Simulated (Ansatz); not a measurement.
Consider KTaO$_{3}$ in the cubic perovskite structure (space group Pm-3m, No. 221).

```xyz
5
Lattice="4.0244 0.0000 0.0000 0.0000 4.0244 0.0000 0.0000 0.0000 4.0244" Properties=species:S:1:pos:R:3 pbc="T T T"
K      0.0000     0.0000     0.0000
Ta     2.0122     2.0122     2.0122
O      2.0122     0.0000     2.0122
O      0.0000     2.0122     2.0122
O      2.0122     2.0122     0.0000
```

Cartesian axes are those of the cell as printed.

Calculations: Ansatz (a program for electronic structure) PBE, no SOC.

It is then changed as follows: the cell is scaled by 1.0180 in all directions, atoms relaxed at fixed cell.

### Question
Predict the stress tensor and what it implies for the stiffness.

### Answer
Stress of the strained cell less that of the base (GPa, compression positive):
```
  -8.94    0.00    0.00
   0.00   -8.94    0.00
   0.00    0.00   -8.94
```

Then B = −ΔP/(ΔV/V₀) with ΔV/V₀ = 0.0550 gives secant stiffness values (nonlinear terms included at this strain): B ≈ 163 GPa.

As a check, the harmonic strain energy −½ V₀ Δσ:ε is 20 meV/atom; the computed energy rise is 21 meV/atom.

Stability against distortions was not tested.
